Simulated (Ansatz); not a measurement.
Amorphous Zr$_{20}$O$_{41}$Sr, 62 atoms at 5.30 g/cm³, one PBE-relaxed geometry, zone centre. Methods: PBE, scalar-relativistic without spin-orbit coupling (Ansatz, a first-principles code); r2SCAN, scalar-relativistic without spin-orbit coupling (Ansatz); HSE06, scalar-relativistic without spin-orbit coupling (Ansatz). Plane waves to 420 eV (r2SCAN 500 eV); exact exchange is cut at the cell's faces. At PBE the levels at the filled edge of the gap are localised (band-tail or defect states). All rungs ran without spin polarisation.

A CHGNet melt-quench gave the starting glass, which DFT then relaxed. O atoms were pushed apart under 1.9 Å during the dynamics, to hinder bonds among them. The hot cell started wider than the set density and was brought back towards it in steps. It is the lowest in DFT energy of 2 quenches. It is a model cell: composition and starting density were chosen by hand, and all elements were melted together. No dispersion term was used. Its density started from a set value of 5.29 and ended at 5.30 g/cm³. Cooling (nominally 450 K/ps over its main leg) ran many orders faster than in experiment, which tends to leave more defects and strain. One small periodic cell is one sample of the glass; other quenches scatter about these values. The volume was held where the preparation left it and the shape relaxed, at a PBE pressure of 0.3 GPa.

The relaxation ran on the zone centre alone. At PBE the level gap is 3.52 eV on a 2×2×2 Γ-centred mesh, and the spacing at the zone centre alone 3.61 eV.

### Question
What zone-centre spacing does r2SCAN give, roughly?

### Answer
4.07 eV (+0.46 eV against PBE).

### Question
What zone-centre spacing does HSE06 give, roughly?

### Answer
5.14 eV (+1.54 eV against PBE).

The highest filled and the lowest empty state spread over these numbers of atoms (participation numbers): PBE: 7.4 and 19.8; r2SCAN: 7.3 and 19.2; HSE06: 7.9 and 19.5.
